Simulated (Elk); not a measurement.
# Elk run on TlBr (Pm-3m, 2 atoms in the cell): self-consistent single point

Computed with PBE, all-electron FP-LAPW, Elk's shipped species files, APW+lo basis with extra local orbitals (Elk 10.2.4).

The input file:

```
tasks
  0

xctype
  20

rgkmax
  7.5

gmaxvr
  14.0

nxlo
  2

lorbcnd
  .true.

lmaxi
  3

swidth
  0.000734986

maxscl
  100

avec
    7.5400072373    0.0000000000    0.0000000000
    0.0000000000    7.5400072373    0.0000000000
    0.0000000000    0.0000000000    7.5400072373

sppath
  'species/'

atoms
  2
  'Tl.in'
  1
  0.0000000000  0.0000000000  0.0000000000    0.0 0.0 0.0
  'Br.in'
  1
  0.5000000000  0.5000000000  0.5000000000    0.0 0.0 0.0

ngridk
  8 8 8
```

The program printed (abridged):

```
│ Elk code version 10.2.4 │

All units are atomic (Hartree, Bohr, etc.)

│ Ground-state run starting from atomic densities │

Lattice vectors :
   7.540007237       0.000000000       0.000000000
   0.000000000       7.540007237       0.000000000
   0.000000000       0.000000000       7.540007237

Unit cell volume      :    428.6622984
Brillouin zone volume :   0.5786611381

Muffin-tin inner radius fraction :   0.1000000000E-01

Nuclei treated as point charges

Species :    1 (Tl)
 parameters loaded from : Tl.in
 name : thallium
 nuclear charge    :   -81.00000000
 electronic charge :    81.00000000
 atomic mass :    372567.9640
 muffin-tin radius :    2.800000000
 number of radial points in muffin-tin :    697
 atomic positions (lattice), magnetic fields (Cartesian) :
   1 :   0.00000000  0.00000000  0.00000000    0.00000000  0.00000000  0.00000000

Species :    2 (Br)
 parameters loaded from : Br.in
 name : bromine
 nuclear charge    :   -35.00000000
 electronic charge :    35.00000000
 atomic mass :    145656.0815
 muffin-tin radius :    2.400000000
 number of radial points in muffin-tin :    497
 atomic positions (lattice), magnetic fields (Cartesian) :
   1 :   0.50000000  0.50000000  0.50000000    0.00000000  0.00000000  0.00000000

Total number of atoms per unit cell :    2

Spin treatment :
 spin-unpolarised

Number of Bravais lattice symmetries :   48
Number of crystal symmetries         :   48
Crystal has inversion symmetry
Real symmetric eigensolver will be used

k-point grid :      8     8     8
k-point offset :    0.000000000       0.000000000       0.000000000
k-point set is reduced with full crystal symmetry group
Total number of k-points :       35

Muffin-tin radius times maximum |G+k| :    7.500000000
 using average radius
Maximum |G+k| for APW functions       :    2.884615385
Maximum (1/2)|G+k|²                   :    4.160502959
Maximum |G| for potential and density :    14.00000000
 potential will be trimmed for |G| > 2 gkmax
Constant for pseudocharge density :   10
Radial integration step length :    4

G-vector grid sizes :     35    35    35
Number of G-vectors :    19933

Maximum angular momentum used for
 APW functions                      :    8
 outer part of muffin-tin           :    6
 inner part of muffin-tin           :    3

Total nuclear charge    :   -116.0000000
Total core charge       :    80.00000000
Total valence charge    :    36.00000000
Total excess charge     :    0.000000000
Total electronic charge :    116.0000000

Effective Wigner radius, rₛ :   0.9590830813

Number of empty states         :    8
Total number of valence states :   26
Total number of core states    :   80

Conduction state local-orbitals added automatically
Total number of local-orbitals :  162

Exchange-correlation functional :     20     0     0
 Perdew-Burke-Ernzerhof, Phys. Rev. Lett. 77, 3865 (1996)
 gradient requirement :    1
 generalised gradient approximation (GGA)

Smearing type :    3
 Fermi-Dirac
Smearing width :   0.7349860000E-03
Effective electronic temperature (K) :    232.0902224

Mixing type :    3
 Broyden mixing, J. Phys. A: Math. Gen. 17, L317 (1984)

Kohn-Sham potential initialised from atomic data

│ Self-consistent loop started │
│ Loop number : 1 │
 total energy                :     -22902.2876532
│ Loop number : 2 │
 total energy                :     -22902.3226699
RMS change in Kohn-Sham potential (target) :   0.1810763960     (  0.1000000000E-05)
Absolute change in total energy (target)   :   0.3501666211E-01 (  0.1000000000E-03)
│ Loop number : 3 │
 total energy                :     -22901.8928278
RMS change in Kohn-Sham potential (target) :   0.1646726713     (  0.1000000000E-05)
Absolute change in total energy (target)   :   0.4210879540     (  0.1000000000E-03)
│ Loop number : 4 │
 total energy                :     -22899.3194904
RMS change in Kohn-Sham potential (target) :   0.9768848605E-01 (  0.1000000000E-05)
Absolute change in total energy (target)   :    2.678609314     (  0.1000000000E-03)
│ Loop number : 5 │
 total energy                :     -22896.9415381
RMS change in Kohn-Sham potential (target) :   0.3577605860E-01 (  0.1000000000E-05)
Absolute change in total energy (target)   :    3.047604610     (  0.1000000000E-03)
│ Loop number : 6 │
 total energy                :     -22895.9436730
RMS change in Kohn-Sham potential (target) :   0.9690612640E-02 (  0.1000000000E-05)
Absolute change in total energy (target)   :    1.759766299     (  0.1000000000E-03)
│ Loop number : 7 │
 total energy                :     -22895.5626434
RMS change in Kohn-Sham potential (target) :   0.3537912248E-03 (  0.1000000000E-05)
Absolute change in total energy (target)   :   0.8209711656     (  0.1000000000E-03)
│ Loop number : 8 │
 total energy                :     -22895.5379749
RMS change in Kohn-Sham potential (target) :   0.2432056422E-03 (  0.1000000000E-05)
Absolute change in total energy (target)   :   0.2299113439     (  0.1000000000E-03)
│ Loop number : 9 │
 total energy                :     -22895.4903687
RMS change in Kohn-Sham potential (target) :   0.1329736542E-03 (  0.1000000000E-05)
Absolute change in total energy (target)   :   0.1050840156     (  0.1000000000E-03)
│ Loop number : 10 │
 total energy                :     -22895.4999224
RMS change in Kohn-Sham potential (target) :   0.2476390376E-04 (  0.1000000000E-05)
Absolute change in total energy (target)   :   0.1671724805E-01 (  0.1000000000E-03)
│ Loop number : 11 │
 total energy                :     -22895.4982250
RMS change in Kohn-Sham potential (target) :   0.6435494598E-05 (  0.1000000000E-05)
Absolute change in total energy (target)   :   0.5876774056E-02 (  0.1000000000E-03)
│ Loop number : 12 │
 total energy                :     -22895.4984560
RMS change in Kohn-Sham potential (target) :   0.1850408908E-05 (  0.1000000000E-05)
Absolute change in total energy (target)   :   0.1238195062E-02 (  0.1000000000E-03)
│ Loop number : 13 │
 total energy                :     -22895.4985235
RMS change in Kohn-Sham potential (target) :   0.8402641256E-06 (  0.1000000000E-05)
Absolute change in total energy (target)   :   0.2420412966E-03 (  0.1000000000E-03)
│ Loop number : 14 │
 total energy                :     -22895.4985296
RMS change in Kohn-Sham potential (target) :   0.1377552589E-06 (  0.1000000000E-05)
Absolute change in total energy (target)   :   0.5442525071E-04 (  0.1000000000E-03)
Convergence targets achieved

│ Loop number : 15 │

Energies :
 Fermi                       :     0.995120843327E-01
 sum of eigenvalues          :     -14046.8781765
 electron kinetic            :      26187.4161038
 core electron kinetic       :      25720.1377252
 Coulomb                     :     -48608.4517357
 Coulomb potential           :     -39614.2134331
 nuclear-nuclear             :     -1510.14397112
 electron-nuclear            :     -54582.4020961
 Hartree                     :      7484.09433149
 Madelung                    :     -28801.3450192
 xc potential                :     -620.080847193
 exchange                    :     -467.832829459
 correlation                 :     -6.63007828436
 electron entropic           :    -0.143917279545E-11
 total energy                :     -22895.4985397

Density of states at Fermi energy :   0.1360677551E-06
 (states/Hartree/unit cell)

Estimated indirect band gap :   0.6860546124E-01
 from k-point      5 to k-point      5
Estimated direct band gap   :   0.6860546124E-01
 at k-point      5

Charges :
 core                        :    80.00000000
 valence                     :    36.00000000
 interstitial                :    3.159812184
 muffin-tins (core leakage)
  species :    1 (Tl)
   atom    1                 :    79.38766923     (  0.3719311418E-04)
  species :    2 (Br)
   atom    1                 :    33.45251859     (  0.2308639204E-04)
 total in muffin-tins        :    112.8401878
 total calculated charge     :    115.9883013
 total charge                :    116.0000000
 error                       :   0.1169874311E-01

│ Self-consistent loop stopped │
```

The run converged in 15 iterations. The count includes the last loop, which Elk runs after its targets are met.

The starting cell has typed, rounded lattice constants, without a prior relaxation at this level. Spin-orbit coupling is off. Values depend on the basis (sphere radii, cutoffs, local orbitals), which need not be converged.
